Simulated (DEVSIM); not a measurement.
Device: Schottky contact on p-type InP, at 300 K.

Layer 1 from the left is InP, thickness (μm) 6.20, Na (cm⁻³) 4.2e16, τn (s) 5.4e-8, τp (s) 5.4e-8.

Left contact: Schottky, work function 5.104 eV, emission velocity 3.1e6 cm/s. Right contact: ohmic. Voltage is applied to the left contact. Recombination: SRH at mid-gap, radiative. Mobility is μmin + (μ − μmin)/(1 + (N/Nref)^α).

This is a model device: material constants are rounded textbook-type values typed into the input, and sizes, dopings and lifetimes were drawn at random. Values at 300 K.

InP: gap (eV) 1.344, affinity (eV) 4.38, permittivity 12.5, Nc (cm⁻³) 5.7e17, Nv (cm⁻³) 1.1e19, μn (cm²/Vs) 5200, μp (cm²/Vs) 170, μn,min 400, μp,min 10, Nref,n 3e17, Nref,p 4.9e17, αn 0.47, αp 0.62, B (cm³/s) 1.2e-10.

Model (solved in DEVSIM): 1D drift-diffusion, Boltzmann statistics, complete ionisation; no tunnelling, impact ionisation, image-force lowering or self-heating. Metal contacts follow the ideal Schottky-Mott rule: no Fermi-level pinning, no interface dipoles.

Dark forward current:

```csv
|V| (V),|J| (A/cm²)
0.05,0.0009367
0.10,0.007281
0.15,0.05008
0.20,0.3349
0.25,2.130
0.30,11.16
0.35,37.61
0.40,81.79
0.45,136.8
0.50,197.8
0.55,262.5
0.60,329.5
0.65,398.1
0.70,467.9
0.75,538.6
0.80,610.0
0.85,681.9
0.90,754.4
0.95,827.1
1.00,900.3
1.05,973.7
1.10,1047
1.15,1121
1.20,1195
1.25,1269
1.30,1344
```

Q: Work out the local ideality factor n = ΔV / (kT/q · ln(J2/J1)) between the rows 0.15 and 0.20 V, 1.25 and 1.30 V.

A: kT/q = 25.85 mV. From 0.15 to 0.20 V: ln(0.3349/0.05008) = 1.900, n = 1.02, near the 1 of diffusion or emission over a barrier. From 1.25 to 1.30 V: ln(1344/1269) = 0.057, n = 33.69; the layers' resistance at their doping, Σ W/(qμN) = 0.00065 Ω cm², would take 49 mV of this step of 50 mV.

Q: Estimate the current at 0.20 V for emission alone, J0 = q v N_band exp(−φB/kT), and read the barrier back from the simulated current.

A: φB = 0.620 eV, N_band = 1.10e19 cm⁻³, J0 = 0.000209 A/cm²; J = J0 (exp(qV/kT) − 1) = 0.480 A/cm². The simulation gives 0.335 A/cm²; the estimate lies 43 % above. Read backwards, the simulated current gives an apparent barrier of 0.629 eV. The estimate leaves out transport through the depletion region and minority injection.
